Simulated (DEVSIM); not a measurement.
System: Cr/SiO2/n-Ge capacitor, at 300 K.

| layer (left to right) | material | thickness (nm) | Nd (cm⁻³) |
|---|---|---|---|
| 1 | SiO2 | 2.50 | - |
| 2 | Ge | 420 | 2e18 |

Metal gate on the left, work function 4.5 eV. Fixed charge at the semiconductor interface -5.7e10 cm⁻² (in units of +e); no interface traps.

This is a model device: material constants are rounded textbook-type values typed into the input, and sizes, dopings and lifetimes were drawn at random. Values at 300 K.

```csv
parameter,SiO2,Ge
gap (eV),9,0.664
affinity (eV),0.9,4
permittivity,3.9,16
Nc (cm⁻³),-,1.04e19
Nv (cm⁻³),-,6e18
```

Simulated with DEVSIM: 1D Poisson equation in equilibrium, Boltzmann statistics, complete ionisation; no quantum confinement or tunnelling. Metal contacts follow the ideal Schottky-Mott rule: no Fermi-level pinning, no interface dipoles.

The substrate doping was swept, all else fixed.

```csv
substrate doping (cm^-3),minimum of the low-frequency capacitance (μF/cm²),flat-band voltage (V)
1e17,0.177,0.39
2e17,0.219,0.40
4e17,0.279,0.42
1e18,0.384,0.45
2e18,0.470,0.46
4e18,0.574,0.48
```

From the first row to the last the minimum of the low-frequency capacitance goes from 0.177 to 0.574. From the first row to the last the flat-band voltage goes from 0.39 to 0.48.
